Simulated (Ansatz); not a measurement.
# MgO, response to strain

Take MgO in the rock salt structure (space group Fm-3m, No. 225; a = 4.159 Å) as the base. Axes: x, y, z lie along the cube axes.

Strains are applied to the cell and any free atomic positions relax; under biaxial strain the out-of-plane vector relaxes too.

Level of theory: LDA/PAW in Ansatz (an electronic-structure program), no spin-orbit coupling.

Notes on the quantities. pressure: mean of the normal stresses, compression positive; energy relative to the base: free energy F.

```csv
case,pressure,out-of-plane strain,energy relative to the base,electron mass
base,-0.01 GPa,–,0 meV/atom,0.36 mₑ (at Γ)
"biaxial strain −3.00 %, plane normal [001], relaxed out of plane",8.87 GPa,+1.90 %,+21 meV/atom,"0.35 mₑ out of plane, 0.39 mₑ in plane (at Γ)"
"biaxial strain −2.50 %, plane normal [001], relaxed out of plane",7.15 GPa,+1.56 %,+14 meV/atom,"0.35 mₑ out of plane, 0.39 mₑ in plane (at Γ)"
"biaxial strain −2.00 %, plane normal [001], relaxed out of plane",5.54 GPa,+1.23 %,+8.9 meV/atom,"0.35 mₑ out of plane, 0.38 mₑ in plane (at Γ)"
"biaxial strain −1.50 %, plane normal [001], relaxed out of plane",4.02 GPa,+0.91 %,+4.9 meV/atom,"0.36 mₑ out of plane, 0.38 mₑ in plane (at Γ)"
"biaxial strain +1.00 %, plane normal [001], relaxed out of plane",-2.29 GPa,-0.58 %,+2.0 meV/atom,0.36 mₑ (at Γ)
"biaxial strain +1.50 %, plane normal [001], relaxed out of plane",-3.32 GPa,-0.85 %,+4.4 meV/atom,"0.37 mₑ out of plane, 0.35 mₑ in plane (at Γ)"
"biaxial strain +2.00 %, plane normal [001], relaxed out of plane",-4.29 GPa,-1.12 %,+7.6 meV/atom,"0.37 mₑ out of plane, 0.34 mₑ in plane (at Γ)"
"biaxial strain +2.50 %, plane normal [001], relaxed out of plane",-5.20 GPa,-1.38 %,+12 meV/atom,"0.37 mₑ out of plane, 0.34 mₑ in plane (at Γ)"
"biaxial strain +3.00 %, plane normal [001], relaxed out of plane",-6.04 GPa,-1.64 %,+16 meV/atom,"0.37 mₑ out of plane, 0.33 mₑ in plane (at Γ)"
```

The levels and masses belong to the bands next to the band gap. Effective masses come from finite differences of ±0.01 Å⁻¹. Whether these cells are dynamically stable was not tested.
